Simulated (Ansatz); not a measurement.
# TaN (model structure, started from the NbAs type, I4₁md, No. 109, 4 atoms in the cell): properties by level of theory

| level (code) | equilibrium lattice constant a (Å) | lattice parameter c (Å) | cohesive energy (eV/atom) |
|---|---|---|---|
| LDA (Ansatz) | ? | ? | ? |
| PBEsol (Ansatz) | 2.888 | 10.195 | 8.50 |
| PBE-D3(BJ) (Ansatz) | 2.896 | 10.210 | 8.27 |
| r²SCAN (Ansatz) | ? | ? | ? |

Question: Some entries are withheld; supply them.

Answer: 
- LDA (Ansatz, an electronic-structure program), equilibrium lattice constant a (Å): 2.870
- LDA (Ansatz), lattice parameter c (Å): 10.136
- LDA (Ansatz), cohesive energy (eV/atom): 9.22
- r²SCAN (Ansatz), equilibrium lattice constant a (Å): 2.902
- r²SCAN (Ansatz), lattice parameter c (Å): 10.239
- r²SCAN (Ansatz), cohesive energy (eV/atom): 7.67

Ansatz's density-functional and Hartree–Fock values are scalar-relativistic unless marked +SOC, with PAW data made under PBE.

Free atoms are spin-polarised, in the lowest state found; at levels without +SOC their spin–orbit coupling is left out.

Computed values are for the static lattice.

A model structure was made by putting elements into a prototype or built by hand; it is no filed structure, need not be a known phase, and can be a saddle point held by its symmetry.
